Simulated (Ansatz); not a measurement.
## HgSe: pressure series

Consider HgSe in the zinc blende structure (space group F-43m, No. 216; a = 6.2600 Å).

Cell and atoms are relaxed at each pressure.

Computed with PBE (Ansatz, a program for electronic structure; PAW; 420 eV plane waves; no spin-orbit coupling).

Notes on the quantities. enthalpy: H = E + PV relative to the base's energy.

```csv
case,enthalpy,lattice parameter a
base,–,6.260 Å
pressure −2 GPa,-0.39 eV/atom,6.374 Å
pressure −1 GPa,-0.19 eV/atom,6.313 Å
pressure 0.9 GPa,+0.17 eV/atom,…
pressure 2.1 GPa,+0.39 eV/atom,6.168 Å
pressure 4.5 GPa,+0.82 eV/atom,6.084 Å
pressure 9 GPa,+1.59 eV/atom,5.962 Å
pressure 15 GPa,+2.55 eV/atom,5.839 Å
pressure 22.5 GPa,+3.68 eV/atom,…
pressure 30 GPa,+4.75 eV/atom,5.630 Å
```

Task: Fill in the withheld entries from the trend.

Result: 
- pressure 0.9 GPa, lattice parameter a: 6.219 Å
- pressure 22.5 GPa, lattice parameter a: 5.723 Å

Load acts through the strain it causes; cell and atoms are relaxed under it. No phonon test of stability was made. Tetrahedral semiconductors of this kind turn to denser phases somewhere between about 1 and 50 GPa; those were not computed, so compressed cells here can lie past the real transition. The final runs are not spin-polarised.
